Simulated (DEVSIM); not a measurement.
Structure: Al/La2O3/SiO2/p-Si capacitor, at 400 K.

Layer 1 from the left is La2O3, thickness (nm) 3.20. Layer 2 from the left is SiO2, thickness (nm) 0.780. Layer 3 from the left is Si, thickness (nm) 1600, Na (cm⁻³) 1.3e17.

Metal gate on the left, work function 4.1 eV. Fixed charge at the semiconductor interface 0 cm⁻² (in units of +e); no interface traps.

Constants are typed, rounded textbook-type inputs, not results; the design itself was drawn at random and stands for no fabricated device. Values at 300 K; Nc and Nv go as T^1.5, mobilities as T to minus their exponent, the gap by Varshni's rule with the affinity fixed.

La2O3: gap (eV) 5.8, affinity (eV) 1.8, permittivity 27. SiO2: gap (eV) 9, affinity (eV) 0.9, permittivity 3.9. Si: gap (eV) 1.124, affinity (eV) 4.05, permittivity 11.7, Nc (cm⁻³) 2.86e19, Nv (cm⁻³) 3.1e19, Varshni α (eV/K) 0.000473, Varshni β (K) 636.

Problem. Estimate by hand the flat-band voltage, the threshold voltage, and compare with a numerical solution.

Solution. 
- Flat-band voltage: C = 2.78 μF/cm², work-function difference -0.843 V; VFB = φms − qNf/C = -0.84 V; numerical -0.84 V.
- Threshold voltage: φF = 0.346 V, depletion charge √(4εqNφF) = 1.73e-7 C/cm²; VT = VFB + 2φF + Qd/C = -0.09 V; numerical -0.09 V.

DEVSIM, 1D Poisson equation in equilibrium, Boltzmann statistics, complete ionisation; no quantum confinement or tunnelling. Metal contacts follow the ideal Schottky-Mott rule: no Fermi-level pinning, no interface dipoles.
